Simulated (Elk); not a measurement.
Input and output of a self-consistent single point for Tc (P6_3/mmc, 2 atoms in the cell) (Elk).

Method: Elk 10.2.4 with PBE, all-electron FP-LAPW, Elk's shipped species files, default APW+lo basis.

```yaml
crystal:
  lattice:
    - [2.71168, 0.00000, 0.00000]
    - [-1.35584, 2.34838, 0.00000]
    - [0.00000, 0.00000, 4.35491]
  atoms:
    - { symbol: Tc, position: [0.33333, 0.66667, 0.25000] }
    - { symbol: Tc, position: [0.66667, 0.33333, 0.75000] }
```

Reference input (self-consistent single point, DFT, PBE, all-electron FP-LAPW, Elk's shipped species files, default APW+lo basis): xctype = 20; rgkmax = 7; stype = 3; swidth = 0.00367493 Ha; ngridk = 11 11 6; rmtscf = 0.92. This run's input differs from it in these lines:

```diff
@@ -18,2 +18,8 @@
 
+epspot
+  3.7e-16
+
+epsengy
+  3.7e-14
+
 avec
```

Output (repeated stretches shortened):

```
│ Self-consistent loop started │
│ Loop number : 1 │
 total energy                :     -8569.09671229
│ Loop number : 2 │
 total energy                :     -8569.39095649
RMS change in Kohn-Sham potential (target) :   0.1674172762     (  0.3700000000E-15)
Absolute change in total energy (target)   :   0.2942441964     (  0.3700000000E-13)
│ Loop number : 3 │
 total energy                :     -8569.91157275
RMS change in Kohn-Sham potential (target) :   0.1584519734     (  0.3700000000E-15)
Absolute change in total energy (target)   :   0.5941773152     (  0.3700000000E-13)
│ Loop number : 4 │
   [... lines left out ...]
Absolute change in total energy (target)   :   0.1918306225E-07 (  0.3700000000E-13)
│ Loop number : 198 │
 total energy                :     -8573.47006792
RMS change in Kohn-Sham potential (target) :   0.2633194351E-08 (  0.3700000000E-15)
Absolute change in total energy (target)   :   0.1996158971E-07 (  0.3700000000E-13)
│ Loop number : 199 │
 total energy                :     -8573.47006795
RMS change in Kohn-Sham potential (target) :   0.2941866589E-08 (  0.3700000000E-15)
Absolute change in total energy (target)   :   0.3373679647E-07 (  0.3700000000E-13)
│ Loop number : 200 │
Reached self-consistent loops maximum

Energies :
 Fermi                       :     0.496046588014
 total energy                :     -8573.47006784

Density of states at Fermi energy :    54.43381534
 (states/Hartree/unit cell)

Estimated indirect band gap :   0.8912299396E-03
 from k-point     64 to k-point     21
Estimated direct band gap   :   0.4114332441E-02
 at k-point      7

Charges :
 core                        :    56.00000000
 valence                     :    30.00000000
 interstitial                :    3.482077992
 muffin-tins (core leakage)
  species :    1 (Tc)
   atom    1                 :    41.25896100     (  0.5908879750E-06)
   atom    2                 :    41.25896100     (  0.5908879750E-06)
 total in muffin-tins        :    82.51792201
 total calculated charge     :    86.00563757
 total charge                :    86.00000000
 error                       :   0.5637568248E-02

│ Self-consistent loop stopped │
```

The run ended unconverged after 200 iterations. 

The starting cell comes from a database of computed structures (which also holds hypothetical and non-ambient phases and stackings), without a prior relaxation at this level. Its lattice was rescaled by a random factor within 2.5 % of one. Values depend on the basis (sphere radii, cutoffs, local orbitals), which need not be converged.

Cost on one core of a shared machine: roughly 2 min.
